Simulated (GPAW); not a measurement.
```
CELL_PARAMETERS angstrom
      3.53846     0.00000     0.00000
      0.00000     3.53846     0.00000
      0.00000     0.00000     5.14344
ATOMIC_POSITIONS crystal
  Hf 0.50000 0.50000 0.50000
  Hf 0.00000 0.00000 0.00000
  O  0.00000 0.50000 0.69721
  O  0.00000 0.50000 0.19721
  O  0.50000 0.00000 0.80279
  O  0.50000 0.00000 0.30279
```

Level of theory: PBE, GPAW PAW datasets PBE (gpaw-data 1.0.1) (plane waves; GPAW 25.7.0).

The set-up and first iterations of a GPAW log for HfO₂ (P4_2/nmc, 6 atoms in the cell):

```
Input parameters:
  convergence: {bands: -2,
                density: 1e-05,
                energy: 1e-05}
  kpts: [5 5 3]
  maxiter: 150
  mode: {ecut: 950.0,
         name: pw}
  nbands: -4
  occupations: {fixmagmom: False,
                name: fermi-dirac,
                width: 0.05}
  symmetry: {symmorphic: False,
             tolerance: 0.0005}
  xc: PBE

species:
  Hf:
    name: Hafnium
    Z: 72.0
    valence: 12
    core: 60
    charge: 0.0
    file: Hf.PBE.gz

    # Using partial waves for Hf as LCAO basis

  O:
    name: Oxygen
    Z: 8.0
    valence: 6
    core: 2
    charge: 0.0
    file: O.PBE.gz

    # Using partial waves for O as LCAO basis

Reference energy: -827935.639755  # eV

Spin-paired calculation

Convergence criteria:
 Maximum [total energy] change in last 3 cyles: 1e-05 eV / valence electron
 Maximum integral of absolute [dens]ity change: 1e-05 electrons / valence electron
   [... lines left out ...]
  Backend: pulay
  Linear mixing parameter: 0.05
  old densities: 5
  Damping of long wavelength oscillations: 50

Hamiltonian:
  XC and Coulomb potentials evaluated on a 56*56*80 grid
  External potential:
    NoExternalPotential

XC parameters: PBE with 2 nearest neighbor stencil

Number of atoms: 6
Number of atomic orbitals: 42
Number of bands in calculation: 28
Number of valence electrons: 48
Bands to converge: 26

Density initialized from atomic densities
  28 bands from LCAO basis set

Atomic positions and initial magnetic moments

Positions:
   0 Hf     1.769232    1.769232    2.571718    ( 0.0000,  0.0000,  0.0000)
   1 Hf     0.000000    0.000000    0.000000    ( 0.0000,  0.0000,  0.0000)
   2 O      0.000000    1.769232    3.586055    ( 0.0000,  0.0000,  0.0000)
   3 O      0.000000    1.769232    1.014337    ( 0.0000,  0.0000,  0.0000)
   4 O      1.769232    0.000000    4.129099    ( 0.0000,  0.0000,  0.0000)
   5 O      1.769232    0.000000    1.557381    ( 0.0000,  0.0000,  0.0000)

Unit cell:
           periodic     x           y           z      points  spacing
  1. axis:    yes    3.538465    0.000000    0.000000    28     0.1264
  2. axis:    yes    0.000000    3.538465    0.000000    28     0.1264
  3. axis:    yes    0.000000    0.000000    5.143436    40     0.1286

  Lengths:   3.538465   3.538465   5.143436
  Angles:   90.000000  90.000000  90.000000

Effective grid spacing dv^(1/3) = 0.1271
     iter     time        total  log10-change:
                         energy   eigst   dens
iter:   1 --:--:--   -63.988910   +0.53
iter:   2 --:--:--   -61.882121   -0.54  -0.88
iter:   3 --:--:--   -55.811358   +0.51  -0.93
iter:   4 --:--:--   -56.139904   -0.44  -1.33
iter:   5 --:--:--   -56.902678   -1.06  -1.40
```

**Question.** Will this run converge, and how will it end?

**Answer.** The run converged in 30 iterations. Its thresholds were met; that alone does not show that basis and mesh suffice. It ends on: free energy E − TS (from the program's reference atoms) -56.2308 eV; top of the valence band (on the code's own zero) 7.86 eV; gap on the k-point mesh 4.81 eV; largest force (vector length) 0.369 eV/Å. The log goes on:

```
   [... 11 lines left out ...]
iter:  17 --:--:--   -56.233407   -3.05  -3.14
iter:  18 --:--:--   -56.232160   -4.54  -2.76
iter:  19 --:--:--   -56.231072   -2.77  -2.85
iter:  20 --:--:--   -56.230890   -4.07  -3.33
iter:  21 --:--:--   -56.230809c  -5.28  -3.42
iter:  22 --:--:--   -56.230807c  -4.10  -3.63
iter:  23 --:--:--   -56.230783c  -5.37  -3.77
iter:  24 --:--:--   -56.230782c  -6.60  -4.28
iter:  25 --:--:--   -56.230782c  -6.41  -4.27
iter:  26 --:--:--   -56.230804c  -4.93  -4.22
iter:  27 --:--:--   -56.230783c  -5.76  -3.71
iter:  28 --:--:--   -56.230782c  -5.48  -4.18
iter:  29 --:--:--   -56.230782c  -6.99  -4.86
iter:  30 --:--:--   -56.230782c  -7.98c -5.38c
Converged after 30 iterations.

Dipole moment: (0.000000, 0.000000, -0.000000) |e|*Ang

Energy contributions relative to reference atoms: (reference = -827935.639755)

Kinetic:        +72.896679
Potential:      -77.096194
External:        +0.000000
XC:             -52.711107
Entropy (-ST):   -0.000000
Local:           +0.679839
SIC:             +0.000000
--------------------------
Free energy:    -56.230782
Extrapolated:   -56.230782

Showing only first 2 kpts
 Kpt  Band  Eigenvalues  Occupancy
  0    22      7.77426    2.00000
  0    23      7.77426    2.00000
  0    24     12.66267    0.00000
  0    25     12.68527    0.00000

  1    22      7.83398    2.00000
  1    23      7.83398    2.00000
  1    24     12.98269    0.00000
  1    25     13.23567    0.00000

Fermi level: 9.41181

Gap: 4.808 eV
Transition (v -> c):
  (s=0, k=4, n=23, [0.20, 0.20, 0.00]) -> (s=0, k=0, n=24, [0.00, 0.00, 0.00])
Direct/indirect transitions are different
Direct gap: 4.888 eV
   [... lines left out ...]
Energy (eV): -56.230782

Forces in eV/Ang:
  0 Hf    0.00000    0.00000    0.00000
  1 Hf    0.00000    0.00000    0.00000
  2 O     0.00000    0.00000    0.36861
  3 O     0.00000    0.00000    0.36861
  4 O     0.00000    0.00000   -0.36861
  5 O     0.00000    0.00000   -0.36861

Stress tensor:
    -0.102139     0.000000     0.000000
     0.000000    -0.102139     0.000000
     0.000000     0.000000    -0.087790
Stress (GPa, Voigt): [-16.3645 -16.3645 -14.0656   0.       0.       0.    ]
```

For comparison: a first run was changed to give this one (lattice scaled by 0.98), and from it to this one the free energy rises by 28.9 meV/atom, the largest force goes from 0.004 to 0.369 eV/Å and the gap on the mesh goes from 4.606 to 4.808 eV.

The starting cell comes from a database of computed structures (which also holds hypothetical and non-ambient phases and stackings), without a prior relaxation at this level. Its lattice was rescaled by a random factor within 2.5 % of one. For this run, on top of that: lattice scaled by 0.98. Spin-orbit coupling is off.

The run was DFT PBE, plane waves, GPAW PAW datasets PBE (gpaw-data 1.0.1). Main settings of its input:

* **mode**: pw
* **ecut**: 950 eV
* **xc**: PBE
* **kpts**: 5 5 3
* **mesh shift (steps)**: 0 0 0
* **occupations.name**: fermi-dirac
* **occupations.width**: 0.05 eV
* **nbands**: -4
* **convergence.density**: 1e-05 e/electron
* **convergence.energy**: 1e-05 eV/electron
* **convergence.bands**: -2
* **symmetry.symmorphic**: false
